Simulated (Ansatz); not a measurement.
System: Os-vacancy pair (Os on one host Cu site, one Cu site vacant) in fcc Cu (neutral cell). The step: direct exchange of Os with the vacancy (Os-vacancy distance between ideal sites 2.57 Å throughout); the atom moves 2.49 Å along (0.00, 0.48, 0.48) of the unit cell; the moving atom starts with neighbours 4 Cu at 2.55, 3 Cu at 2.58, 4 Cu at 2.61 Å and ends with 4 Cu at 2.55, 3 Cu at 2.58, 4 Cu at 2.61 Å. A PBE band in Ansatz (plane-wave PAW, a 2×2×2 k-point mesh shifted by half a step, 32 host sites, 39 SCF runs with any check of the saddle's order, static, no finite-size correction) gives a forward barrier of 1.28 eV. The program found a first-order saddle point. Forms of the defect that were not tried may lie lower.

Single points at the band's start and saddle point can refine it. Rough cost of one point, in units of the band's mean SCF on the same machine:

```
Level                                                          Cost of one point
-------------------------------------------------------------  -----------------
PBE, a 4×4×4 k-point mesh shifted by half a step                         about 8
r2SCAN at 500 eV, a 2×2×2 k-point mesh shifted by half a step            about 3
```

Q: Which of these move the barrier by more than 0.1 eV, and how far does each move it?

A: Not one does. PBE, a 4×4×4 k-point mesh shifted by half a step: +0.04 eV; r2SCAN at 500 eV, a 2×2×2 k-point mesh shifted by half a step: +0.06 eV. Each functional is compared with PBE at the same k-points.

Ansatz is a quantum-chemistry and plane-wave program.
